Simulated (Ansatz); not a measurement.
Here is the system:

```
CELL_PARAMETERS angstrom
      3.26342     0.00000     0.00000
     -1.63171     2.82621     0.00000
      0.00000     0.00000     5.27623
ATOMIC_POSITIONS crystal
  Zn 0.33333 0.66667 0.00179
  Zn 0.66667 0.33333 0.50179
  O  0.33333 0.66667 0.38021
  O  0.66667 0.33333 0.88021
```

No spin polarisation.

All numbers come from Kohn–Sham DFT with the LDA functional, run in Ansatz (an electronic-structure program) with PAW and 420 eV plane waves, without spin-orbit coupling. k-mesh 12×12×7 (Γ-centred); smearing 0.05 eV (Fermi–Dirac).

Task: What is the computed gap character?

Result: Direct at Γ.

Task: What electron mass does the calculation give?

Result: 0.13 mₑ (at Γ).

Task: What is the computed band gap?

Result: 0.69 eV.

The cells carry an imposed strain or load. Masses are band curvatures over ±0.01 Å⁻¹ around the edge. Whether these cells are dynamically stable was not tested. The cell was made from ZnO in the wurtzite structure (space group P6_3mc, No. 186) by this change: isotropic strain +2.40 %.
